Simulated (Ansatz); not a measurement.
Take SrCrO₃ in the cubic perovskite structure (space group Pm-3m, No. 221; a = 3.789 Å; ferromagnetic; a cell from a computed database, its experimental status unchecked) as the base.

Level of theory: PBEsol (Ansatz, a quantum-chemistry and plane-wave program, PAW, spin-orbit coupling left out).

Before the change:

| Property | Value |
|---|---|
| Magnetic state | ferromagnetic |
| Largest site moment | 1.43 μB |
| Lattice parameter a | 3.789 Å |

It is then changed as follows: a negative pressure, −2 GPa.

### Question
What happens to the magnetic state?

### Answer
The magnetic state is still ferromagnetic.

### Question
Estimate the effect on the largest site moment.

### Answer
The largest site moment goes up by 0.07 μB (1.43 μB → 1.50 μB).

### Question
Predict the new lattice parameter a.

### Answer
The lattice parameter a increases by 0.0157 Å (3.789 Å → 3.804 Å).

Load acts through the strain it causes; cell and atoms are relaxed under it. Stability against distortions was not tested. No Hubbard U is applied and the magnetic state is the run's own (SrCrO3 ferromagnetic); small cells can't hold the antiferromagnetic order that many such compounds have, so gaps and moments can be off. Many cubic perovskites are stable only at high temperature; tilts and polar distortions were not tested.
